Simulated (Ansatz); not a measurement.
Input:

```xyz
3
Lattice="3.8887 0.0000 0.0000 1.9444 3.3677 0.0000 0.0000 0.0000 5.1497" Properties=species:S:1:pos:R:3 pbc="T T T"
Te     1.9444     1.1226     1.4112
Te     3.8887     2.2452     3.7385
Pt     0.0000     0.0000     0.0000
```

No spin polarisation.

Method: plane-wave PAW DFT at the PBEsol-D3(BJ) level (Ansatz, an electronic-structure program, 420 eV), spin-orbit coupling left out. Settings: 17×17×12 k-points, 0.1 eV Fermi–Dirac smearing.

Q: Predict the pressure and band gap.

A: 
- Pressure (mean of the normal stresses, compression positive): 3.7 GPa
- Band gap: zero

The cells carry an imposed strain or load. No phonon test of stability was made. All final runs are without spin polarisation. The cell was made from PtTe2 (space group P-3m1, No. 164; layered) by this change: biaxial strain −3.00 %, plane normal [001], relaxed out of plane.
